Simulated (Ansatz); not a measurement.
By LDA, the system below comes out a metal.

A figure of merit of an interconnect metal is its ballistic conductance per area.

Consider the following.

```
Ir
1.0
    2.72514     0.00000     0.00000
    0.00000     2.72514     0.00000
    1.36257    -1.36257     1.92697
Ir
1
Direct
  0.00000   0.00000   0.00000
```

The cell is taken as given; by LDA it stands under a pressure of -12.5 GPa.

The current flows along the normal of the first two printed cell vectors, the (001) plane of the conventional cell. No spin-orbit coupling; the value is a mean over 0.1 eV about the Fermi level.

**Question.** State the ballistic conductance per area according to LDA (Ansatz, a first-principles code).

**Answer.** 2.0 × 10¹⁵ S/m² for both spins.
